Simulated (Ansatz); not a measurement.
**Relaxation of the atoms of RbTlS2O8 (R32, 12 atoms in the cell) at several settings**

```
CELL_PARAMETERS angstrom
      2.42539     1.40030     8.52811
     -2.42539     1.40030     8.52811
      0.00000    -2.80060     8.52811
ATOMIC_POSITIONS crystal
  Rb 0.00000 0.00000 0.00000
  Tl 0.50000 0.50000 0.50000
  S  0.24145 0.24145 0.24145
  S  0.75855 0.75855 0.75855
  O  0.29743 0.29743 0.29743
  O  0.70257 0.70257 0.70257
  O  0.06660 0.77354 0.49445
  O  0.49445 0.06660 0.77354
  O  0.77354 0.49445 0.06660
  O  0.50555 0.22646 0.93340
  O  0.22646 0.93340 0.50555
  O  0.93340 0.50555 0.22646
```

Base: PBEsol, default PAW files made with PBE (Ansatz, a program for electronic structure). Its settings: kpoints.mp_grid.grid = 4 4 4; hamiltonian.xc = pbesol; hamiltonian.pseudopotentials = {kind: paw} (the program's default PAW files); scf.occupations.method = fixed. Starting volume 14.48 Å³ per atom.

Each line gives the change from the base single point and the result:

- atoms moved at random; relax: default → atoms; relax.f_tol: default → 0.005 eV/Å: pressure 0.99 GPa; largest force (vector length) 0.004 eV/Å; relaxation steps 16; free energy against the base single point -24.3 meV/atom.
- atoms moved at random; scf.convergence.dr2_threshold: default (1e-07 eV) → 0.001 eV; relax: default → atoms; relax.f_tol: default → 0.03 eV/Å: pressure 1.04 GPa; largest force (vector length) 0.035 eV/Å; relaxation steps 14; free energy against the base single point -24.3 meV/atom.
- atoms moved at random; relax: default → atoms; relax.f_tol: default → 0.03 eV/Å: pressure 0.98 GPa; largest force (vector length) 0.010 eV/Å; relaxation steps 15; free energy against the base single point -24.3 meV/atom.

The starting cell comes from a database of computed structures (which also holds hypothetical and non-ambient phases and stackings), without a prior relaxation at this level. Its lattice was rescaled by a random factor within 2.5 % of one. In the base run, forces exceed 1 eV/Å. Ansatz's pressure includes its estimate of the finite-basis (Pulay) stress.

Keys are those of Ansatz 0.2.
